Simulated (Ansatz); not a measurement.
System: SrAlHO₂ (model structure, started from the SrVO2H type, P4/mmm, No. 123, 5 atoms in the cell). Method: PBE (PAW; Ansatz, a program for electronic structure).

Excerpt of the program's output:

```
Crystal: 5 atoms, lattice volume = 53.877 Å³
Basis set: ecut = 520 eV, 1421 PW (Γ), exchange–correlation on 60×60×60 points (8 copies of the dense FFT grid, shifted against one another)
Bands: 18, of which v1, the nominal top of the filled ones, is band 13 counted from 1 (12 counted from 0)
Symmetry: 16 space group operations
Space group: P4/mmm (ITA 123), of the structure as read, at distance tolerance 3.8e-5 Å
k-points: 126 of 1000
Functional: x = pbe(κ = 0.804, μ = 0.2195149727645171), c = pbe(β = 0.06672455060314922)
SCF iter   1: F=—  HF=-5238.561261 eV  |F-HF|=—  |Δ(HF+E_count)|=         —  Δρ=2.71e-3  dr2=2.27e-3
SCF iter   2: F=—  HF=-5238.563790 eV  |F-HF|=—  |Δ(HF+E_count)|=   2.53e-3  Δρ=1.78e-3  dr2=1.27e-3
  ...
SCF iter   7: F=—  HF=-5238.563863 eV  |F-HF|=—  |Δ(HF+E_count)|=   8.55e-9  Δρ=1.63e-6  dr2=1.97e-9
SCF iter   8: F=-5238.563863 eV  HF=-5238.563863 eV  |F-HF|=2.39e-10  |Δ(HF+E_count)|=  1.24e-10  Δρ=6.21e-7  dr2=2.81e-10
SCF 1 converged in 8 iterations: F = -5238.563863 eV  dr2 = 2.81e-10
SCF converged after 8 iterations
Free energy (F): -5238.563863 eV
Internal energy: -5238.563863 eV  (E = F + TS)
E sigma→0 (E₀):  -5238.563863 eV
Fermi energy:    10.362584 eV
--- Forces (eV/Å), atoms counted from 1 ---
  atom   1  Sr     0.00000000    -0.00000000     0.00000000
  atom   2  Al    -0.00000000     0.00000000     0.00000000
  atom   3  O      0.00000000    -0.00000000     0.00000000
  atom   4  O      0.00000000     0.00000000     0.00000000
  atom   5  H     -0.00000000    -0.00000000     0.00000000
--- Stress (GPa, compression-positive) ---
        0.003892       0.000000       0.000000
        0.000000       0.003892       0.000000
        0.000000       0.000000       0.001729
  P = ⅓ Tr σ = 0.0032 GPa (0.032 kbar)
```

Question: Write an input file that could have produced this run (the log leaves some choices open).

Answer: One answer among several that fit: 
Ansatz 0.2 input:
```yaml
crystal:
  lattice:
    - [3.813569564, 0.0, 0.0]
    - [0.0, 3.813569564, 0.0]
    - [0.0, 0.0, 3.7045842167]
  atoms:
    - { symbol: Sr, position: [0.5, 0.5, 0.5] }
    - { symbol: Al, position: [0.0, 0.0, 0.0] }
    - { symbol: O, position: [0.5, 0.0, 0.0] }
    - { symbol: O, position: [0.0, 0.5, 0.0] }
    - { symbol: H, position: [0.0, 0.0, 0.5] }
basis:
  ecutwfc: 520
  ecutrho_ratio: 4
  xc_grid: 2
kpoints:
  mp_grid: { grid: [10, 10, 10] }
  band_path:
    path:
      - [0.0, 0.0, 0.0]
      - [0.0, 0.0625, 0.0]
      - [0.0, 0.125, 0.0]
      - [0.0, 0.1875, 0.0]
      - [0.0, 0.25, 0.0]
      - [0.0, 0.3125, 0.0]
      - [0.0, 0.375, 0.0]
      - [0.0, 0.4375, 0.0]
      - [0.0, 0.5, 0.0]
      - [0.0625, 0.5, 0.0]
      - [0.125, 0.5, 0.0]
      - [0.1875, 0.5, 0.0]
      - [0.25, 0.5, 0.0]
      - [0.3125, 0.5, 0.0]
      - [0.375, 0.5, 0.0]
      - [0.4375, 0.5, 0.0]
      - [0.5, 0.5, 0.0]
      - [0.454545, 0.454545, 0.0]
      - [0.409091, 0.409091, 0.0]
      - [0.363636, 0.363636, 0.0]
      - [0.318182, 0.318182, 0.0]
      - [0.272727, 0.272727, 0.0]
      - [0.227273, 0.227273, 0.0]
      - [0.181818, 0.181818, 0.0]
      - [0.136364, 0.136364, 0.0]
      - [0.090909, 0.090909, 0.0]
      - [0.045455, 0.045455, 0.0]
      - [0.0, 0.0, 0.0625]
      - [0.0, 0.0, 0.125]
      - [0.0, 0.0, 0.1875]
      - [0.0, 0.0, 0.25]
      - [0.0, 0.0, 0.3125]
      - [0.0, 0.0, 0.375]
      - [0.0, 0.0, 0.4375]
      - [0.0, 0.0, 0.5]
      - [0.0, 0.0625, 0.5]
      - [0.0, 0.125, 0.5]
      - [0.0, 0.1875, 0.5]
      - [0.0, 0.25, 0.5]
      - [0.0, 0.3125, 0.5]
      - [0.0, 0.375, 0.5]
      - [0.0, 0.4375, 0.5]
      - [0.0, 0.5, 0.5]
      - [0.0625, 0.5, 0.5]
      - [0.125, 0.5, 0.5]
      - [0.1875, 0.5, 0.5]
      - [0.25, 0.5, 0.5]
      - [0.3125, 0.5, 0.5]
      - [0.375, 0.5, 0.5]
      - [0.4375, 0.5, 0.5]
      - [0.5, 0.5, 0.5]
      - [0.454545, 0.454545, 0.5]
      - [0.409091, 0.409091, 0.5]
      - [0.363636, 0.363636, 0.5]
      - [0.318182, 0.318182, 0.5]
      - [0.272727, 0.272727, 0.5]
      - [0.227273, 0.227273, 0.5]
      - [0.181818, 0.181818, 0.5]
      - [0.136364, 0.136364, 0.5]
      - [0.090909, 0.090909, 0.5]
      - [0.045455, 0.045455, 0.5]
      - [0.0, 0.5, 0.0625]
      - [0.0, 0.5, 0.125]
      - [0.0, 0.5, 0.1875]
      - [0.0, 0.5, 0.25]
      - [0.0, 0.5, 0.3125]
      - [0.0, 0.5, 0.375]
      - [0.0, 0.5, 0.4375]
      - [0.5, 0.5, 0.0625]
      - [0.5, 0.5, 0.125]
      - [0.5, 0.5, 0.1875]
      - [0.5, 0.5, 0.25]
      - [0.5, 0.5, 0.3125]
      - [0.5, 0.5, 0.375]
      - [0.5, 0.5, 0.4375]
    npoints: 1
hamiltonian:
  xc: pbe
  dispersion: none
  pseudopotentials: { kind: paw }
scf:
  occupations: { method: fermi_dirac, width: 0.01 }
  convergence: { dr2_threshold: 0.0000000005 }
output:
  forces: true
  stress: true
  eigenvalues: true
  write_bands: true
```

Note: the relaxation could raise the start's symmetry but not lower it, so the cell can be a saddle point.

A model structure was made by putting elements into a prototype or built by hand; it is no filed structure, need not be a known phase, and can be a saddle point held by its symmetry.
